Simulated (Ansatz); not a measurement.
Seebeck coefficient (μV/K, mean over directions) of n-type SnS (Pnma) against carrier density, Ansatz (a program for electronic structure) with PBEsol+D3BJ, rigid bands. Computed gap 0.30 eV; densities at which minority carriers matter at this gap, or further valleys turn the trend, are left out. Conductivity mass 0.167 mₑ (harmonic mean over directions), N_c = 1.2e19 cm⁻³ at 300 K.

```
electron density  300 K
----------------  -----
1e18 cm⁻³             …
3e18 cm⁻³          -371
1e19 cm⁻³          -268
3e19 cm⁻³          -175
1e20 cm⁻³           -90
3e20 cm⁻³           -61
1e21 cm⁻³             …
```

Question: What belongs in the gaps?

Answer: 
- 1e18 cm⁻³, 300 K: -465
- 1e21 cm⁻³, 300 K: -38

Rigid bands with a gap fixed in temperature, one relaxation time for all states, no polarons or phonon drag, and whether or not such doping can be reached. Spin-orbit coupling is left out. Geometry: cell and atoms relaxed with PBEsol+D3(BJ).

PBEsol with a dispersion correction tends to overbind, so the cell can be several per cent short, in bad cases over ten, which usually narrows a gap: SnS (Pnma).
